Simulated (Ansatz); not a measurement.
## Several settings converged on LuP (Fm-3m, 2 atoms in the cell)

```
CELL_PARAMETERS angstrom
      0.00000     2.74805     2.74805
      2.74805     0.00000     2.74805
      2.74805     2.74805     0.00000
ATOMIC_POSITIONS crystal
  Lu 0.00000 0.00000 0.00000
  P  0.50000 0.50000 0.50000
```

Base method: LDA (PW92), default PAW files made with PBE (plane waves; Ansatz, a first-principles code).

Base settings: basis.ecutwfc = 30.9 Ry; kpoints.mp_grid.grid = 10 10 10; hamiltonian.xc = lda; hamiltonian.pseudopotentials = {kind: paw} (the program's default PAW files); scf.occupations.method = fermi_dirac; scf.occupations.width = 0.0073 Ry.

**Zone-centre phonons against the cutoff**

In this ladder: phonons.method = dfpt.

The mesh stays at the base's, so the ladder's end is converged at best in this setting alone.

Frequencies are those of the unrelaxed cell, without the LO-TO term of polar crystals.

Only quantities that move along the ladder and can be compared are tabulated.

| basis.ecutwfc | highest zone-centre frequency (cm⁻¹) |
|---|---|
| 15.4 Ry | 228.4 |
| 18.4 Ry | 239.0 |
| 21.7 Ry | 238.0 |
| 26.1 Ry | 239.3 |
| 30.9 Ry | 238.6 |
| 37.1 Ry | 238.5 |
| 46.3 Ry | 238.5 |

Coarsest basis.ecutwfc that holds the highest zone-centre frequency within 1 cm⁻¹ of the last step, with all finer ones: 18.4 Ry; the step before is off by 10 cm⁻¹.

**The force threshold of a relaxation**

On LuP (I4mm, 2 atoms in the cell): one atom moved by 0.15 angstrom.

In this ladder: relax = atoms.

The mesh stays at the base's, so the ladder's end is converged at best in this setting alone.

Only quantities that move along the ladder and can be compared are tabulated.

| relax.f_tol | free energy less the last step's (meV/atom) | largest force left (eV/Å) | relaxation steps |
|---|---|---|---|
| 0.2 eV/Å | 0.51 | 0.1063 | 3 |
| 0.1 eV/Å | 0.00 | 0.0080 | 3 |
| 0.05 eV/Å | 0.00 | 0.0080 | 3 |
| 0.03 eV/Å | 0.00 | 0.0080 | 3 |
| 0.02 eV/Å | 0.00 | 0.0079 | 4 |
| 0.01 eV/Å | 0.00 | 0.0079 | 4 |
| 0.005 eV/Å | 0.00 | 0.0001 | 4 |
| 0.002 eV/Å | 0.00 | 0.0001 | 4 |
| 0.001 eV/Å | 0.00 | 0.0001 | 5 |

Coarsest relax.f_tol that holds the free energy within 0.05 meV/atom of the last step, with all finer ones: 0.1 eV/Å; the step before is off by 0.51 meV/atom.

Coarsest relax.f_tol that holds the largest force left within 0.01 eV/Å of the last step, with all finer ones: 0.1 eV/Å; the step before is off by 0.11 eV/Å.

On the base run: the starting cell comes from a database of computed structures (which also holds hypothetical and non-ambient phases and stackings), without a prior relaxation at this level. Its lattice was rescaled by up to half a per cent. In the base run, with a pressure of about -5 GPa the cell is away from its equilibrium volume at this level. The run gives no clean gap (levels at the Fermi energy touch, overlap or are partly filled at this smearing), which alone does not show that the compound is a metal.

Keys are those of Ansatz 0.2.
